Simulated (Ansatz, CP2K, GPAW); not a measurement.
Code comparison for YGa (Cmcm, 4 atoms in the cell)

Self-consistent single point.

```xyz
4
Lattice="2.1930 -5.4916 0.0000 2.1930 5.4916 0.0000 0.0000 0.0000 4.1145" Properties=species:S:1:pos:R:3 pbc="T T T"
Y      2.1930    -3.9642     3.0859
Y      2.1930     3.9642     1.0286
Ga     2.1930    -0.8154     3.0859
Ga     2.1930     0.8154     1.0286
```

Shared settings, as Ansatz (a quantum-chemistry and plane-wave program) writes them: kpoints.mp_grid.grid = 6 6 6; scf.occupations.method = fermi_dirac; scf.occupations.width = 0.1 eV. Potentials and cutoffs stand in the table.

```
code                                                                         model  pressure (GPa)  largest force (eV/Å)       cutoff
------  --------------------------------------------------------------------------  --------------  --------------------  -----------
GPAW                         PBEsol, GPAW PAW datasets PBEsol (made by gpaw-setup)           -4.08                 0.143       550 eV
CP2K    PBEsol, GPW, DZVP-MOLOPT-SR-GTH basis, GTH-PBE potentials (GTH_POTENTIALS)           -4.18                 0.187  grid 600 Ry
Ansatz                                             PBEsol, PAW files made with PBE           -4.33                 0.074       420 eV
```

Size of the force on each atom (eV/Å): Sizes of forces hide their directions.

```json
[
 {"code": "GPAW", "Y1": "0.018", "Y2": "0.018", "Ga3": "0.143", "Ga4": "0.143"},
 {"code": "CP2K", "Y1": "0.015", "Y2": "0.015", "Ga3": "0.187", "Ga4": "0.187"},
 {"code": "Ansatz", "Y1": "0.032", "Y2": "0.032", "Ga3": "0.074", "Ga4": "0.074"}
]
```

The spread over the programs that give each value: pressure within 0.25 GPa; largest force within 0.113 eV/Å.

CP2K uses small atom-centred bases, whose incompleteness enters pressures, forces and empty levels differently from a plane-wave cutoff. Ansatz's pressure is given at a fixed set of plane waves, as the other plane-wave codes print theirs.

The starting cell comes from a database of computed structures (which also holds hypothetical and non-ambient phases and stackings), without a prior relaxation at this level. Its lattice was rescaled by a random factor within 2.5 % of one.

Keys are those of Ansatz 0.2.
